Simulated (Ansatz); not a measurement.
**How far PBE and r2SCAN part for LiNbO3, isotropic strain +1.02 %**

The parent structure is LiNbO₃ (space group R3c, No. 161; a = 5.190 Å, c = 14.016 Å (hexagonal axes)).

(Cell as relaxed with PBE.)

Levels (all Ansatz, a program for electronic structure, PAW, earlier PAW set): PBE (420 eV, scalar-relativistic without spin-orbit coupling); r2SCAN (500 eV, no SOC).

Each level relaxes its own structure.

```csv
base,PBE,r2SCAN
volume per atom,10.90 Å³,10.58 Å³
lattice parameter a,519.0 pm,513.7 pm
```

Modification: an isotropic linear strain of +1.02 %; the atoms relax in the strained cell.

```tsv
quantity	PBE	r2SCAN
energy relative to the base (free energy F)	+3.1 meV/atom	?
pressure (mean of the normal stresses, compression positive)	-2.84 GPa	?
largest internal atomic displacement	0.031 Å	?
```

Problem. Predict the r2SCAN column.

Solution. 
- energy relative to the base (free energy F), r2SCAN: +3.4 meV/atom
- pressure (mean of the normal stresses, compression positive), r2SCAN: -3.26 GPa
- largest internal atomic displacement, r2SCAN: 0.030 Å

PBE's energy relative to the base lies 0.3 meV/atom below r2SCAN's; PBE's pressure lies 0.42 GPa above r2SCAN's. Neither level is exact; r2SCAN is the comparison here, not a measurement.

Stability against distortions was not tested.
